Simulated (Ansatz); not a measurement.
MoSi2: stress against strain

MoSi2 (MoSi2 type, I4/mmm, 13.061 Å³/atom and stress up to 0.01 GPa in the relaxed cell, c along z) under a strain ε along c (axis z), the other axes held. LDA in Ansatz, a plane-wave DFT program (PAW, default set), 420 eV, 25×25×25 Γ-centred mesh, Fermi-Dirac smearing 0.10 eV; ions are relaxed, or left where forces stay under 0.02 eV/Å, within the symmetry of each cell. Stress is positive for a compressed cell.

Here s stands for strain and y for stress zz.

| strain (%) | stress zz (GPa) |
|---|---|
| -1.50 | 8.55 |
| -1.00 | 5.57 |
| -0.50 | 2.72 |
| 0.00 | 0.00 |
| 0.50 | -2.61 |
| 1.00 | -5.08 |
| 1.50 | -7.44 |
| 3.00 | ? |

Fit y of the 7 rows that show it with a straight line. Means: s 0, y 0.244. About the means, the sum of products is -37.300 and the sum of squares of s is 7.0000; the slope is their ratio. Least squares gives y = 0.244 - 5.3286·s. Residuals (row less fit): 0.313, -0.003, -0.188, -0.244, -0.190, 0.005, 0.309; standard error 0.255 (degrees of freedom: 5). The slope gives the elastic constant C33 = about 530 GPa.

Question: Predict the withheld y at s = 3.00 from the fit, and compare with the calculation.

Answer: y = 0.244 - 5.3286 × 3.0 = -15.742 GPa. The calculation gives -13.84 GPa, 1.902 GPa above the prediction (8.5 % of the range of y in the table). The row lies outside the fitted rows, so this is an extrapolation. From the scatter of the fitted rows alone, a prediction at this place has a standard error of 0.397 GPa, so the miss is 4.8 times that.

A polynomial of degree 2 through the 12 other runs of the series gives -13.77 there, so most of the miss is curvature that the fit leaves out. In a metal these values are sensitive to mesh and smearing; energies are taken to zero smearing, stresses follow the free energy. Rows are the converged runs of the series near zero and its far end; series whose fitted rows scatter by over a few per cent of the range, as at a crossing or softening among them, aren't shown in this form, nor equations of state whose B0' disagrees with the runs' pressures. Most that stay on the fit to the last digits aren't either.
